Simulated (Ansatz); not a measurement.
Base system: CsPbBr$_{3}$ in the cubic perovskite structure (space group Pm-3m, No. 221; a = 5.872 Å).

It is then changed as follows: every lattice vector is shortened by 0.60 %; the atoms relax in the strained cell.

The values are results of plane-wave PAW DFT at the PBEsol level (Ansatz, a first-principles code, 420 eV), spin-orbit coupling left out, not measurements.

Base, band edges from the VBM (valence, conduction): M -0.71, 2.00; R 0.00, 1.43; X -1.44, 2.50; Γ -2.05, 2.88 eV.

**Question.** Give the band edges at the high-symmetry points of the new zone, measured from its valence-band maximum.

**Answer.** 
```csv
point,valence edge (eV),conduction edge (eV)
Γ,-2.18,2.78
X,-1.51,2.46
M,-0.74,1.94
R,0.00,1.35
```

The gap is 1.35 eV, direct at R.

Spin-orbit coupling, missing from the scalar runs, can matter with Pb. Whether these cells are dynamically stable was not tested. Many cubic perovskites are stable only at high temperature; tilts and polar distortions were not tested. This is not the structure that CsPbBr3 has at room temperature and ambient pressure.
